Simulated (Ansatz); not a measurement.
Consider BaTiO₃ (space group P4mm, No. 99).

```xyz
5
Lattice="3.9555 0.0000 0.0000 0.0000 3.9555 0.0000 0.0000 0.0000 4.0461" Properties=species:S:1:pos:R:3 pbc="T T T"
Ti     1.9777     1.9777     1.8090
Ba     0.0000     0.0000     3.7706
O      1.9777     1.9777     3.6488
O      1.9777     0.0000     1.6693
O      0.0000     1.9777     1.6693
```

Cartesian axes are those of the cell as printed.

The values are results of PBEsol (Ansatz, an electronic-structure program), spin-orbit coupling left out, earlier PAW set, not measurements.

Strains are applied to the cell and any free atomic positions relax; under stress the whole cell relaxes.

One change was made to it. Results:

The band gap increases by 0.07 eV, from 1.85 eV to 1.92 eV; the energy increases by 79 meV/atom.

Which of these changes matches the shifts?
A) isotropic strain −3.56 %
B) uniaxial stress, 8 GPa compression along z
C) isotropic strain −2.90 %

A, isotropic strain −3.56 %. For comparison, the band gap in the other runs: isotropic strain −2.90 % gives 1.97 eV; uniaxial stress, 8 GPa compression along z gives 1.76 eV.

Gaps are read on the SCF mesh and a high-symmetry path. Stability under load was not tested beyond the relaxation. The final runs are not spin-polarised.
